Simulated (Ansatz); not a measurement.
Start from AlN in the rock salt structure (space group Fm-3m, No. 225; a = 4.045 Å; a model cell, its experimental status unchecked).

Levels (all Ansatz, an electronic-structure program, PAW): PBEsol (420 eV, scalar-relativistic without spin-orbit coupling); r2SCAN (500 eV, scalar-relativistic without spin-orbit coupling).

The geometry is relaxed with PBEsol.

- PBEsol pressure: 0.00 GPa
- PBEsol smallest direct gap: 5.63 eV
- PBEsol lowest conduction level above the VBM at special points: X 4.55 eV; Γ 5.63 eV; U 5.76 eV; K 5.76 eV

### Question
How does going to r2SCAN change the pressure, smallest direct gap and lowest conduction level above the VBM at special points?

### Answer
The pressure goes from zero to -1.52 GPa; the smallest direct gap grows by 0.82 eV, from 5.63 eV to 6.45 eV; the lowest conduction level above the VBM at special points changes from X 4.55 eV; Γ 5.63 eV; U 5.76 eV; K 5.76 eV to X 5.47 eV; Γ 6.45 eV; U 6.70 eV; K 6.70 eV.

Single points use the geometry relaxed with PBEsol. Their cutoffs differ, which shifts pressures a little. Whether these cells are dynamically stable was not tested. The base started in P3_121 and relaxed to Fm-3m at this level. This is not the structure that AlN has at room temperature and ambient pressure.
